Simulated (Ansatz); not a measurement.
Take InSb in the zinc blende structure (space group F-43m, No. 216) as the base.

```
CELL_PARAMETERS angstrom
      0.00000     3.25944     3.25944
      3.25944     0.00000     3.25944
      3.25944     3.25944     0.00000
ATOMIC_POSITIONS crystal
  In 0.00000 0.00000 0.00000
  Sb 0.25000 0.25000 0.25000
```

Cartesian axes are those of the cell as printed.

Calculations: PBEsol/PAW in Ansatz (a first-principles code), no SOC.

Before the change:

The pressure comes out as 0.0 GPa.

The change: tensile biaxial strain of 2.00 % in the plane normal to [001], as in epitaxy on a mismatched substrate; the out-of-plane cell vector and the atoms relax.

**Question.** What does the calculation give for the pressure and energy relative to the base after the change?

**Answer.** The pressure (mean of the normal stresses, compression positive) goes from zero to -0.7 GPa; the energy goes up by 4.8 meV/atom.

Whether these cells are dynamically stable was not tested. All final runs are without spin polarisation.
